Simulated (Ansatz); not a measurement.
**A constructed model of the (0001) surface of hcp Os, a layer of Ni in place of the second plane (bottom of the slab: a bare face, its two planes held)**

Computed with PBE (plane waves to 420 eV, PAW; Ansatz, a first-principles code).

Model: 6-atom slab, 10.6 Å thick at the start, 16x16x1 mesh, Fermi-Dirac 0.1 eV, dipole correction, 2 atoms held, the rest relaxed; start symmetry kept, larger cells not searched; spin-polarised, no spin-orbit, no U. The starting moment vanished. It is one candidate, not shown to be the stable structure of the face.

The work function of the top face comes out as 5.61 eV, the energy released by relaxation comes out as 0.022 eV and the magnetic moment of the cell comes out as 0.00 μB. The cost is very roughly 6 core-minutes.
